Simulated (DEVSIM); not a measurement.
## Si p+/n-/n+ power diode

System: Si p+/n-/n+ power diode, at 350 K.

```tsv
layer (left to right)	material	thickness (μm)	Nd (cm⁻³)	Na (cm⁻³)	τn (s)	τp (s)
1	Si	0.900	-	4e18	1.3e-5	1.3e-5
2	Si	62.0	6.5e14	-	1.3e-5	3.9e-7
3	Si	1.80	2.3e18	-	1.3e-5	1.3e-5
```

Left contact: ohmic. Right contact: ohmic. Voltage is applied to the left contact. Recombination: SRH at mid-gap, radiative. Mobility is constant in doping.

The device is made up for the run: typed textbook-type constants, with dimensions and the other settings drawn at random. Values at 300 K; Nc and Nv go as T^1.5, mobilities as T to minus their exponent, the gap by Varshni's rule with the affinity fixed.

```csv
parameter,Si
gap (eV),1.124
affinity (eV),4.05
permittivity,11.7
Nc (cm⁻³),2.86e19
Nv (cm⁻³),3.1e19
μn (cm²/Vs),1417
μp (cm²/Vs),470
T exponent of μn,2.3
T exponent of μp,2.2
B (cm³/s),4.7e-15
Varshni α (eV/K),0.000473
Varshni β (K),636
```

Simulated with DEVSIM: 1D drift-diffusion, Boltzmann statistics, complete ionisation; no tunnelling, impact ionisation, image-force lowering or self-heating.

```yaml
potential_step_across_the_device_at_zero_bias: 0.959 V
Dark forward voltage at 1 A/cm²: 0.585 V
Dark forward voltage at 100 A/cm²: 0.776 V
```

Dark reverse current:

```tsv
V (V)	J (A/cm²)
-2.00	-9.4e-7
-5.00	-1.5e-6
-10.00	-2.0e-6
-15.00	-2.5e-6
-20.00	-2.9e-6
-30.00	-3.5e-6
-40.00	-4.0e-6
-50.00	-4.5e-6
-65.00	-5.2e-6
-80.00	-5.7e-6
-100.00	-6.4e-6
```

Small-signal capacitance in reverse bias (quasi-static):

```json
[
 {"V (V)": "-2", "C (nF/cm²)": "4.61"},
 {"V (V)": "-5", "C (nF/cm²)": "3.12"},
 {"V (V)": "-10", "C (nF/cm²)": "2.26"},
 {"V (V)": "-15", "C (nF/cm²)": "1.86"},
 {"V (V)": "-20", "C (nF/cm²)": "1.62"},
 {"V (V)": "-30", "C (nF/cm²)": "1.33"},
 {"V (V)": "-40", "C (nF/cm²)": "1.15"},
 {"V (V)": "-50", "C (nF/cm²)": "1.03"},
 {"V (V)": "-65", "C (nF/cm²)": "0.905"},
 {"V (V)": "-80", "C (nF/cm²)": "0.819"},
 {"V (V)": "-100", "C (nF/cm²)": "0.735"}
]
```
